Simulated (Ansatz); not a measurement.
# Ti3Al, pressure series

Start from Ti₃Al (space group P6_3/mmc, No. 194; a = 5.747 Å, c = 4.632 Å).

Cell and atoms are relaxed at each pressure.

The values are results of Ansatz (an electronic-structure program), r2SCAN, PAW, cutoff 500 eV, scalar-relativistic without spin-orbit coupling, not measurements.

Notes on the quantities. enthalpy: H = E + PV relative to the base's energy.

| variant | shortest interatomic distance | enthalpy |
|---|---|---|
| base | 281.3 pm | – |
| pressure −2 GPa | 282.9 pm | -0.21 eV/atom |
| pressure −1 GPa | [?] | -0.10 eV/atom |
| pressure 1.8 GPa | 280.0 pm | +0.18 eV/atom |
| pressure 4.2 GPa | 278.1 pm | +0.43 eV/atom |
| pressure 9 GPa | [?] | +0.90 eV/atom |
| pressure 18 GPa | [?] | +1.75 eV/atom |
| pressure 30 GPa | [?] | +2.81 eV/atom |
| pressure 45 GPa | 258.3 pm | +4.07 eV/atom |
| pressure 60 GPa | 253.6 pm | +5.25 eV/atom |

Problem. Some entries are withheld; estimate them.

Solution. 
- pressure −1 GPa, shortest interatomic distance: 282.1 pm
- pressure 9 GPa, shortest interatomic distance: 274.9 pm
- pressure 18 GPa, shortest interatomic distance: 269.7 pm
- pressure 30 GPa, shortest interatomic distance: 264.0 pm

Load acts through the strain it causes; cell and atoms are relaxed under it. Whether these cells are dynamically stable was not tested. No other phases were tried under pressure. The final runs are not spin-polarised.
